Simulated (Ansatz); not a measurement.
```xyz
6
Lattice="3.6002 0.0000 0.0000 0.0000 3.6002 0.0000 0.0000 0.0000 5.2252" Properties=species:S:1:pos:R:3 pbc="T T T"
Zr     0.0000     0.0000     0.0000
Zr     1.8001     1.8001     2.6126
O      0.0000     1.8001     1.5768
O      0.0000     1.8001     4.1894
O      1.8001     0.0000     1.0358
O      1.8001     0.0000     3.6484
```

Space group of this cell: P4_2/nmc. The cell is taken as given.

The numbers are results of r2SCAN (plane waves, PAW; Ansatz, an electronic-structure program), not measurements.

The current runs along the normal of the first two printed vectors; no spin-orbit coupling. Scaled by the factor s: the length along the current (ions clamped). Meshes 8×8×6 and 8×8 across the current in all rows.

```csv
s,mean pressure (GPa),band gap (eV)
0.97,7.3,4.35
1.00,-0.1,4.61
1.03,-6.4,?
```

Take the slope of the band gap against ln s from the two given rows, extrapolate to s = 1.03, and say what the run there gives.

Slope = (4.35 − 4.61) / ln 0.97 = 8.54 eV. The line gives 4.61 + (8.54) × ln 1.03 = 4.86 eV. The run gives 4.54 eV, 0.32 eV under the line, 128 % of the predicted step.
